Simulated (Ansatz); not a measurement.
Base system: MgSe in the rock salt structure (space group Fm-3m, No. 225; a = 5.472 Å). Axes: x, y, z lie along the cube axes.

Method: r2SCAN in Ansatz (plane waves to 500 eV, PAW, without spin-orbit coupling).

Strains are applied to the cell and any free atomic positions relax; under biaxial strain the out-of-plane vector relaxes too.

One change was made to it. Results:

The valence-band top at Γ (three highest levels, from the VBM) goes from 0.00, 0.00, 0.00 eV to 0.00, -0.15, -0.15 eV; the band gap decreases by 0.10 eV, from 2.48 eV to 2.38 eV; the hole mass amounts to 0.19 mₑ out of plane, 0.80 mₑ in plane (at Γ).

**Question.** Which change produced these results?
A) biaxial strain −2.00 %, plane normal [001], relaxed out of plane
B) biaxial strain −0.50 %, plane normal [001], relaxed out of plane
C) biaxial strain −1.00 %, plane normal [001], relaxed out of plane

**Answer.** A, biaxial strain −2.00 %, plane normal [001], relaxed out of plane. For comparison, the band gap in the other runs: biaxial strain −1.00 %, plane normal [001], relaxed out of plane gives 2.43 eV; biaxial strain −0.50 %, plane normal [001], relaxed out of plane gives 2.45 eV.

Effective masses come from finite differences of ±0.01 Å⁻¹. No phonon test of stability was made.

Ansatz is a program for electronic structure.
